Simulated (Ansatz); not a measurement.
**A computed series for CdS: element substitutions**

Base system: CdS in the zinc blende structure (space group F-43m, No. 216; a = 5.825 Å).

Each row replaces one element on all its sites; cell and atoms are relaxed.

The values are results of PBEsol (Ansatz, an electronic-structure program; PAW; 420 eV plane waves; no SOC), earlier PAW set, not measurements.

Candidates:
(a) Cd → Zn
(b) S → Si
(c) S → Se

Base values:

```
Quantity   Result
--------  -------
Band gap  1.01 eV
```

Problem. Order them by band gap, highest first.

Solution. (a) Cd → Zn (2.08 eV), (c) S → Se (0.48 eV), (b) S → Si (zero)

No phonon test of stability was made. As relaxed here, CdSi is a hypothetical phase, not in the database extracts checked. All final runs are without spin polarisation.
